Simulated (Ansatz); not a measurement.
Start from LaB$_{6}$ (space group Pm-3m, No. 221; a = 4.130 Å). Axes: x, y, z lie along the cube axes.

Computed with DFT with PBEsol, PAW potentials and a 420 eV plane-wave cutoff in Ansatz (an electronic-structure program), spin-orbit coupling left out.

Strains are applied to the cell and any free atomic positions relax; under stress the whole cell relaxes.

One change was made to it. Results:

The energy rises by 46 meV/atom; the shortest interatomic distance falls by 0.087 Å (1.649 Å → 1.562 Å).

Q: Which change produced these results?
A) uniaxial stress, 3 GPa compression along x
B) uniaxial stress, 8 GPa tension along z
C) uniaxial strain ε_yy = −5.23 %
D) isotropic strain −2.57 %

A: C, uniaxial strain ε_yy = −5.23 %. For comparison, the energy relative to the base in the other runs: isotropic strain −2.57 % gives +36 meV/atom; uniaxial stress, 3 GPa compression along x gives +0.6 meV/atom; uniaxial stress, 8 GPa tension along z gives +4.3 meV/atom.

Without a gap, meshes like the base's 11×11×11 leave anisotropic stresses uncertain by several tenths of a GPa, and small strain energies with them. Beyond what the load breaks, stability against distortions was not tested. The final runs are not spin-polarised. An odd electron count without spin: LaB6.
